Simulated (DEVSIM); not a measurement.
Device: Cr/AlN/p-Si capacitor, at 350 K.

```csv
layer (left to right),material,thickness (nm),Na (cm⁻³)
1,AlN,2.70,-
2,Si,730,6.2e17
```

Metal gate on the left, work function 4.5 eV. Fixed charge at the semiconductor interface 0 cm⁻² (in units of +e); no interface traps.

The device is made up for the run: typed textbook-type constants, with dimensions and the other settings drawn at random. Values at 300 K; Nc and Nv go as T^1.5, mobilities as T to minus their exponent, the gap by Varshni's rule with the affinity fixed.

```
parameter         AlN        Si
----------------  ---  --------
gap (eV)          6.1     1.124
affinity (eV)     1.9      4.05
permittivity      8.5      11.7
Nc (cm⁻³)           -   2.86e19
Nv (cm⁻³)           -    3.1e19
Varshni α (eV/K)    -  0.000473
Varshni β (K)       -       636
```

Simulated with DEVSIM: 1D Poisson equation in equilibrium, Boltzmann statistics, complete ionisation; no quantum confinement or tunnelling. Metal contacts follow the ideal Schottky-Mott rule: no Fermi-level pinning, no interface dipoles.

Tabulate band edges, carrier densities and field at 0.1 V on the gate.

Energies count from the Fermi level of the right contact; mesh points crowd at the junctions.

| x (μm) | Ec (eV) | Ev (eV) | n (cm⁻³) | p (cm⁻³) | field (V/cm) |
|---|---|---|---|---|---|
| 0.000 | 2.500 | -3.600 | < 1e2 | < 1e2 | 420000 |
| 0.0007439 | 2.531 | -3.568 | < 1e2 | < 1e2 | 420000 |
| 0.001484 | 2.563 | -3.537 | < 1e2 | < 1e2 | 420000 |
| 0.002260 | 2.596 | -3.504 | < 1e2 | < 1e2 | 420000 |
| 0.003282 | 0.482 | -0.629 | 4.2e12 | 3.4e10 | 300000 |
| 0.004744 | 0.525 | -0.586 | 1.0e12 | 1.4e11 | 290000 |
| 0.007429 | 0.598 | -0.512 | 8.7e10 | 1.6e12 | 260000 |
| 0.01435 | 0.757 | -0.354 | 4.6e8 | 3.1e14 | 200000 |
| 0.02509 | 0.912 | -0.199 | 2700000 | 5.3e16 | 95000 |
| 0.04481 | 0.983 | -0.128 | 260000 | 5.6e17 | 5700 |
| 0.07839 | 0.986 | -0.125 | 230000 | 6.2e17 | 16 |
| 0.1745 | 0.986 | -0.125 | 230000 | 6.2e17 | ≈ 0 |
| 0.3087 | 0.986 | -0.125 | 230000 | 6.2e17 | ≈ 0 |
| 0.4898 | 0.986 | -0.125 | 230000 | 6.2e17 | ≈ 0 |
| 0.6254 | 0.986 | -0.125 | 230000 | 6.2e17 | ≈ 0 |
| 0.6728 | 0.986 | -0.125 | 230000 | 6.2e17 | ≈ 0 |
| 0.7006 | 0.986 | -0.125 | 230000 | 6.2e17 | ≈ 0 |
| 0.7158 | 0.986 | -0.125 | 230000 | 6.2e17 | ≈ 0 |
| 0.7256 | 0.986 | -0.125 | 230000 | 6.2e17 | ≈ 0 |
| 0.7293 | 0.986 | -0.125 | 230000 | 6.2e17 | ≈ 0 |
| 0.7313 | 0.986 | -0.125 | 230000 | 6.2e17 | ≈ 0 |
| 0.7327 | 0.986 | -0.125 | 230000 | 6.2e17 | ≈ 0 |
